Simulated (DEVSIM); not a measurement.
Structure: CdS/CdTe n-p heterojunction, at 300 K.

```csv
layer (left to right),material,thickness (μm),Nd (cm⁻³),Na (cm⁻³),τn (s),τp (s)
1,CdS,0.410,1.1e18,-,3.9e-9,3.9e-9
2,CdTe,0.950,-,6e15,3.9e-9,3.9e-9
```

Left contact: ohmic. Right contact: ohmic. Voltage is applied to the left contact. Recombination: SRH at mid-gap, radiative. Mobility is constant in doping.

This is a model device: material constants are rounded textbook-type values typed into the input, and sizes, dopings and lifetimes were drawn at random. Values at 300 K.

| parameter | CdS | CdTe |
|---|---|---|
| gap (eV) | 2.4 | 1.5 |
| affinity (eV) | 4.3 | 4.28 |
| permittivity | 9 | 10.2 |
| Nc (cm⁻³) | 2.2e18 | 8e17 |
| Nv (cm⁻³) | 1.8e19 | 1.8e19 |
| μn (cm²/Vs) | 300 | 1000 |
| μp (cm²/Vs) | 25 | 80 |
| B (cm³/s) | 1e-10 | 1e-10 |

Simulated with DEVSIM: 1D drift-diffusion, Boltzmann statistics, complete ionisation; no tunnelling, impact ionisation, image-force lowering or self-heating. Band offsets follow the typed affinities; no thermionic-emission limit at abrupt steps, no polarisation charge.

The doping Na of layer 2 was swept, all else fixed.

```csv
doping Na of layer 2 (cm^-3),dark forward voltage at 100 A/cm² (V),potential step across the device at zero bias (V),dark forward voltage at 1 A/cm² (V),largest field in the device at zero bias (V/cm)
1.8e14,1.088,1.164,0.898,37000
6e14,1.102,1.196,0.943,39000
1.8e15,1.121,1.224,0.980,44000
6e15,1.144,1.255,1.015,62000
1.8e16,1.171,1.284,1.046,100000
6e16,1.200,1.315,1.078,180000
1.8e17,1.229,1.343,1.108,300000
```

From the first row to the last the dark forward voltage at 100 A/cm² goes from 1.088 to 1.229. From the first row to the last the potential step across the device at zero bias goes from 1.164 to 1.343.
